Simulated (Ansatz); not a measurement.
# CeO₂ (P4₂/mnm, No. 136, 6 atoms in the cell; start mp-1018664; a measured phase of this formula has another space group)

Computed with PBEsol+SOC (plane waves, PAW; Ansatz, a program for electronic structure).

Run with plane-wave cutoff 520 eV, 8×8×10 k mesh (along the axes of the cell as run), Fermi–Dirac smearing 0.01 eV, PAW data made under PBE.

Cell (relaxed with PBEsol):

```yaml
crystal:
  lattice:
    - [5.07557, 0.00000, 0.00000]
    - [0.00000, 5.07557, 0.00000]
    - [0.00000, 0.00000, 3.60304]
  atoms:
    - { symbol: Ce, position: [0.50000, 0.50000, 0.50000] }
    - { symbol: Ce, position: [0.00000, 0.00000, 0.00000] }
    - { symbol: O, position: [0.81295, 0.18705, 0.50000] }
    - { symbol: O, position: [0.18705, 0.81295, 0.50000] }
    - { symbol: O, position: [0.31295, 0.31295, 0.00000] }
    - { symbol: O, position: [0.68705, 0.68705, 0.00000] }
```

```json
{
  "band_gap": "2.05 eV (indirect)",
  "smallest_direct_gap_on_the_k_points_sampled": "2.09 eV"
}
```

Note: the 4f shell is treated without U or exact exchange, so its levels and filling can be wrong.

Computed values are for the static lattice.

The result took very roughly 6 core-minutes.

A start named mp-… is a Materials Project structure, which need not be a measured phase.
